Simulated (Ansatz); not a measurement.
Consider a periodic stack without vacuum, rock-salt TaC (1 1 0) on zinc-blende CuI (1 1 0) (film strained to the substrate, started from cuts of the bulks and a machine-learned relaxation; slabs Cu8I8 and C12Ta12, which can lie off the formulas): substrate slab Cu8I8, film C12Ta12, surface cells [[0, -1], [1, -1]] and [[1, 0], [1, 2]], film strained by -3.9 and -3.9 %, outermost planes CuI/CuI and CTa/CTa as cut, which need not be the usual terminations and can put a slab off its formula. Its start:

```
CELL_PARAMETERS angstrom
      4.29889    -0.00019    -0.05764
      4.29863     6.07966    -0.10538
      0.33604     1.80371    27.56136
ATOMIC_POSITIONS crystal
  Cu 0.62242 0.96061 0.12326
  Cu 0.47003 0.65825 0.02211
  Cu 0.63112 0.93386 0.27394
  Cu 0.61692 0.45519 0.19190
  Cu 0.67552 0.89458 0.43007
  Cu 0.64964 0.41507 0.34829
  Cu 0.62118 0.98069 0.59751
  Cu 0.71591 0.36668 0.49988
  I  0.37336 0.23371 0.04615
  I  0.36090 0.72542 0.11348
  I  0.36552 0.20822 0.19662
  I  0.38163 0.68552 0.27085
  I  0.40179 0.16470 0.35130
  I  0.42244 0.64902 0.42565
  I  0.45937 0.12461 0.50825
  I  0.49737 0.60311 0.57649
  C  0.74260 0.86430 0.66342
  C  0.24822 0.35857 0.66554
  C  0.01136 0.09645 0.72298
  C  0.51015 0.59764 0.72223
  C  0.27468 0.33367 0.78235
  C  0.77653 0.83168 0.78292
  C  0.54277 0.56591 0.84072
  C  0.03969 0.06895 0.84025
  C  0.80808 0.80085 0.90007
  C  0.30921 0.30000 0.90107
  C  0.07425 0.03401 0.95706
  C  0.57084 0.53789 0.95971
  Ta 0.00808 0.59960 0.72094
  Ta 0.50444 0.10334 0.72237
  Ta 0.24667 0.86028 0.66948
  Ta 0.74401 0.36320 0.66911
  Ta 0.54285 0.06589 0.84228
  Ta 0.04500 0.56358 0.84226
  Ta 0.77560 0.33263 0.78087
  Ta 0.27990 0.82841 0.78088
  Ta 0.07353 0.53679 0.95370
  Ta 0.57253 0.03733 0.95448
  Ta 0.30274 0.80604 0.90055
  Ta 0.80667 0.30270 0.90221
```

The start was prepared with a machine-learned potential, and the result is one local minimum, with the in-plane cell held and forces under 0.04 eV/Å; the film can end far from its bulk form.

All values below come from PBE (plane waves to 420 eV, PAW; Ansatz, a program for electronic structure). Scalar-relativistic, without spin–orbit coupling; the runs are not spin-polarised; PBE gaps are too small against experiment. Its k-point mesh 7×4×1, Fermi–Dirac width 0.05 eV.

### Question
Predict the relaxed interface.

### Answer
- interface area: 26.1 Å²
- period: 27.13 Å
- heights between the nearest atoms of the two slabs at the two interfaces: 1.15 and 1.15 Å
- Cu–Ta contacts across the interfaces within 1.22 times the sum of covalent radii: 10, mean 2.90 Å
- C–Cu contacts across the interfaces within 1.22 times the sum of covalent radii: 4, mean 1.94 Å
- I–Ta contacts across the interfaces within 1.22 times the sum of covalent radii: 4, mean 2.91 Å
